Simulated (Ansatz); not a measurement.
Where the default PAW files enter, the runs use the earlier of Ansatz's two default sets.

**Evanescent states of AgBr (Fm-3m, rock salt, 2 atoms a cell, 24.2 Å³ an atom, -3 GPa at this level) along the normal of (111)**

All values below come from PBEsol (plane waves, PAW; Ansatz, a quantum-chemistry and plane-wave program).

The gap is the functional's own. No spin-orbit coupling. Mid-gap values are interpolated on the energy grid.

Energies count from the valence-band top; κ is the least over a 12×12 mesh across the current.

| E (eV) | κ (1/Å) | where |
|---|---|---|
| 0.03 | 0.050 | off Γ |
| 0.07 | 0.085 | off Γ |
| 0.12 | 0.109 | off Γ |
| 0.17 | 0.118 | Γ |
| 0.23 | 0.110 | Γ |
| 0.28 | 0.101 | Γ |
| 0.33 | 0.090 | Γ |
| 0.38 | 0.078 | Γ |
| 0.42 | 0.062 | Γ |
| 0.47 | 0.040 | Γ |

Q: How thick must the barrier be to attenuate the transmission by 10^8 when the electrodes' Fermi level lies at 0.07 eV, and what attenuation does that film give at 0.42 eV?

A: d = 8 ln 10 / (2 × 0.085) = 108.4 Å. At 0.42 eV it gives 8 × 0.062/0.085 = 5.8 decades.
